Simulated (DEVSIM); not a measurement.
Device: Ni/SiO2/p-Si capacitor, at 400 K.

```tsv
layer (left to right)	material	thickness (nm)	Na (cm⁻³)
1	SiO2	18.0	-
2	Si	7600	5.7e15
```

Metal gate on the left, work function 5.1 eV. Fixed charge at the semiconductor interface 0 cm⁻² (in units of +e); no interface traps.

The device is made up for the run: typed textbook-type constants, with dimensions and the other settings drawn at random. Values at 300 K; Nc and Nv go as T^1.5, mobilities as T to minus their exponent, the gap by Varshni's rule with the affinity fixed.

```
parameter         SiO2        Si
----------------  ----  --------
gap (eV)             9     1.124
affinity (eV)      0.9      4.05
permittivity       3.9      11.7
Nc (cm⁻³)            -   2.86e19
Nv (cm⁻³)            -    3.1e19
Varshni α (eV/K)     -  0.000473
Varshni β (K)        -       636
```

DEVSIM, 1D Poisson equation in equilibrium, Boltzmann statistics, complete ionisation; no quantum confinement or tunnelling. Metal contacts follow the ideal Schottky-Mott rule: no Fermi-level pinning, no interface dipoles.

Task: Tabulate band edges, carrier densities and field at 2.7 V on the gate.

Result: Energies count from the Fermi level of the right contact; mesh points crowd at the junctions.

| x (μm) | Ec (eV) | Ev (eV) | n (cm⁻³) | p (cm⁻³) | field (V/cm) |
|---|---|---|---|---|---|
| 0.000 | 1.500 | -7.500 | < 1e2 | < 1e2 | 950000 |
| 0.001626 | 1.654 | -7.346 | < 1e2 | < 1e2 | 950000 |
| 0.005226 | 1.995 | -7.005 | < 1e2 | < 1e2 | 950000 |
| 0.01186 | 2.623 | -6.377 | < 1e2 | < 1e2 | 950000 |
| 0.01667 | 3.079 | -5.921 | < 1e2 | < 1e2 | 950000 |
| 0.01812 | 0.058 | -1.038 | 8.2e18 | 3900000 | 300000 |
| 0.02005 | 0.100 | -0.997 | 2.4e18 | 1.3e7 | 160000 |
| 0.02771 | 0.174 | -0.922 | 2.8e17 | 1.1e8 | 64000 |
| 0.04397 | 0.247 | -0.849 | 3.4e16 | 9.5e8 | 35000 |
| 0.08458 | 0.367 | -0.730 | 1.1e15 | 3.0e10 | 26000 |
| 0.1860 | 0.585 | -0.511 | 1.9e12 | 1.7e13 | 17000 |
| 0.5707 | 0.784 | -0.312 | 5.8e9 | 5.5e15 | 170 |
| 1.400 | 0.785 | -0.311 | 5.7e9 | 5.7e15 | ≈ 0 |
| 3.470 | 0.785 | -0.311 | 5.7e9 | 5.7e15 | ≈ 0 |
| 6.377 | 0.785 | -0.311 | 5.7e9 | 5.7e15 | ≈ 0 |
| 7.122 | 0.785 | -0.311 | 5.7e9 | 5.7e15 | ≈ 0 |
| 7.420 | 0.785 | -0.311 | 5.7e9 | 5.7e15 | ≈ 0 |
| 7.539 | 0.785 | -0.311 | 5.7e9 | 5.7e15 | ≈ 0 |
| 7.595 | 0.785 | -0.311 | 5.7e9 | 5.7e15 | ≈ 0 |
| 7.609 | 0.785 | -0.311 | 5.7e9 | 5.7e15 | ≈ 0 |
| 7.615 | 0.785 | -0.311 | 5.7e9 | 5.7e15 | ≈ 0 |
| 7.618 | 0.785 | -0.311 | 5.7e9 | 5.7e15 | ≈ 0 |
